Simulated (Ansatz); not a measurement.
**Hypothetical P6_3/mmc PtSe2: element substitutions**

Take PtSe2 in the 2H-MoS2 type structure (space group P6_3/mmc, No. 194; a hypothetical phase, not in the database extracts checked; layered, stacked along the Cartesian z axis) as the base.

```
PtSe2
1.0
    3.50475     0.00000     0.00000
   -1.75238     3.03520     0.00000
    0.00000     0.00000    10.73911
Pt Se
2 4
Direct
  0.33333   0.66667   0.75000
  0.66667   0.33333   0.25000
  0.33333   0.66667   0.10764
  0.66667   0.33333   0.60764
  0.66667   0.33333   0.89236
  0.33333   0.66667   0.39236
```

Each row replaces one element on all its sites; cell and atoms are relaxed.

Calculations: plane-wave PAW DFT at the PBEsol-D3(BJ) level (Ansatz, a program for electronic structure, 420 eV), no spin-orbit coupling.

```tsv
change	density	shortest interatomic distance	c/a ratio
base	10.26 g/cm³	2.536 Å	3.064
Pt → Si	5.46 g/cm³	2.530 Å	3.207
Se → Br	9.08 g/cm³	2.637 Å	3.241
Se → Te	?	?	3.066
```

### Question
Some entries are withheld; estimate them.

### Answer

- Se → Te, density: 10.66 g/cm³
- Se → Te, shortest interatomic distance: 2.693 Å

Whether these cells are dynamically stable was not tested. As relaxed here, SiSe2, PtBr2 and PtTe2 are hypothetical phases, not in the database extracts checked. No Hubbard U is applied, and correlation can decide whether such a compound is a metal. All final runs are without spin polarisation. PtSe2 and PtBr2 have a high density of states at the Fermi level and may be magnetic at this level.
